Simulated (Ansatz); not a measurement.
Input:

```xyz
6
Lattice="4.6713 0.0000 0.0000 0.0000 4.6713 0.0000 0.0000 0.0000 2.9816" Properties=species:S:1:pos:R:3 pbc="T T T"
Ti     0.0000     0.0000     0.0000
Ti     2.3357     2.3357     1.4908
O      1.4290     1.4290     0.0000
O      3.7647     0.9066     1.4908
O      0.9066     3.7647     1.4908
O      3.2423     3.2423     0.0000
```

No spin polarisation.

The values are results of PBE in Ansatz (plane waves to 420 eV, PAW, no spin-orbit coupling), not measurements. Γ-centred 7×7×11 mesh, Fermi–Dirac width 0.05 eV.

Q: Predict the pressure, band gap, electron mass and gap character.

A: The pressure (mean of the normal stresses, compression positive) is -3.66 GPa, the band gap comes out as 1.85 eV and the electron mass is 0.59 mₑ along c, 1.2 mₑ across (at Γ). The gap character comes out as direct at Γ.

The cells carry an imposed strain or load. Masses are band curvatures over ±0.01 Å⁻¹ around the edge. No phonon test of stability was made. The final runs are not spin-polarised. The cell was made from TiO2 in the rutile structure (space group P4_2/mnm, No. 136) by this change: isotropic strain +0.60 %.

Ansatz is a quantum-chemistry and plane-wave program.
